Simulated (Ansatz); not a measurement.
The reference is HfO₂ in the fluorite structure (space group Fm-3m, No. 225; a = 5.0585 Å). Axes: x, y, z lie along the cube axes.

Method: r2SCAN (Ansatz, a quantum-chemistry and plane-wave program; PAW; 500 eV plane waves; spin-orbit coupling left out).

Strains are applied to the cell and any free atomic positions relax; under biaxial strain the out-of-plane vector relaxes too.

One change was made to it. Results:

```tsv
quantity	base	after
volume per atom	10.79 Å³	10.69 Å³
band gap	4.30 eV	4.30 eV
energy relative to the base (free energy F)	0 meV/atom	+1.4 meV/atom
```

### Question
Name the change that was made.
A. isotropic strain −0.69 %
B. biaxial strain −0.55 %, plane normal [001], relaxed out of plane
C. uniaxial strain ε_xx = −4.68 %
D. tensor shear ε_xz = +3.77 %

### Answer
B, biaxial strain −0.55 %, plane normal [001], relaxed out of plane. For comparison, the energy relative to the base in the other runs: tensor shear ε_xz = +3.77 % gives +15 meV/atom; isotropic strain −0.69 % gives +4.0 meV/atom; uniaxial strain ε_xx = −4.68 % gives +47 meV/atom.

With Hf present, leaving out spin-orbit coupling can change the band edges. Whether these cells are dynamically stable was not tested. This is not the structure that HfO2 has at room temperature and ambient pressure.
